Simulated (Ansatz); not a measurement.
ZrB2: response to strain

Consider ZrB₂ (space group P6/mmm, No. 191; a = 3.171 Å, c = 3.542 Å; relaxed with 0.1 eV smearing). Axes: x lies along a and z along c of the hexagonal cell.

Strains are applied to the cell and any free atomic positions relax; under biaxial strain the out-of-plane vector relaxes too.

Computed with PBE (Ansatz, an electronic-structure program), scalar-relativistic without spin-orbit coupling.

```json
[
 {"biaxial strain, plane normal [001], relaxed out of plane (%)": "-4.52", "out-of-plane strain (%)": "2.71"},
 {"biaxial strain, plane normal [001], relaxed out of plane (%)": "-3.79", "out-of-plane strain (%)": "2.24"},
 {"biaxial strain, plane normal [001], relaxed out of plane (%)": "-2.1", "out-of-plane strain (%)": "1.20"},
 {"biaxial strain, plane normal [001], relaxed out of plane (%)": "-1.77", "out-of-plane strain (%)": "1.01"},
 {"biaxial strain, plane normal [001], relaxed out of plane (%)": "-1.61", "out-of-plane strain (%)": "?"},
 {"biaxial strain, plane normal [001], relaxed out of plane (%)": "0", "out-of-plane strain (%)": "0.00"}
]
```

Q: Fit ε⊥ = −νε + γε² (strains in %) to the rows shown and predict the withheld row.

A: Least squares on the printed values gives ν = 0.55 (the biaxial Poisson response) and γ = 0.011 (largest residual 0.00 %); this predicts 0.91 %, and the run gives 0.92 %, in agreement.

Whether these cells are dynamically stable was not tested. All final runs are without spin polarisation.
